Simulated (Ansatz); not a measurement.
**Hypothetical CsCl type BiSb: isotropic strain +1.30 %**

Consider BiSb in the CsCl type structure (space group Pm-3m, No. 221; a = 3.894 Å; a hypothetical phase, not in the database extracts checked; relaxed with 0.1 eV smearing).

Modification: every lattice vector is stretched by 1.30 %; the atoms relax in the strained cell.

All numbers come from PBE (Ansatz, a first-principles code, PAW, without spin-orbit coupling). k-mesh 15×15×15 (Γ-centred); smearing 0.1 eV (Fermi–Dirac).

| quantity | base | changed | shift |
|---|---|---|---|
| space group | Pm-3m (No. 221) | Pm-3m (No. 221) | – |
| shortest interatomic distance | 3.373 Å | 3.417 Å | +0.044 Å |
| energy relative to the base (free energy F) | 0 meV/atom | +7.5 meV/atom | +7.5 meV/atom |
| pressure | 0.0 GPa | -2.0 GPa | -2.0 GPa |
| band gap | zero | zero | – |

Whether these cells are dynamically stable was not tested. All final runs are without spin polarisation.
